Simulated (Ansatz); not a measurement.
The parent structure is AlRu in the CsCl type structure (space group Pm-3m, No. 221; a = 2.977 Å; relaxed with 0.1 eV smearing). Axes: x, y, z lie along the cube axes.

Method: PBEsol (Ansatz, an electronic-structure program), no spin-orbit coupling.

For the base:

| Property | Result |
|---|---|
| Volume per atom | 13.19 Å³ |
| Pressure | 0.0 GPa |

It is then changed as follows: biaxial strain +2.50 %, plane normal [111], relaxed out of plane (Cartesian); in-plane vectors clamped, the third vector and the atoms free.

Predict the new volume per atom.

The volume per atom increases by 0.473 Å³, from 13.19 Å³ to 13.67 Å³.

Estimate the effect on the pressure.

The pressure (mean of the normal stresses, compression positive) goes from zero to -6.8 GPa.

Stability against distortions was not tested. The final runs are not spin-polarised.
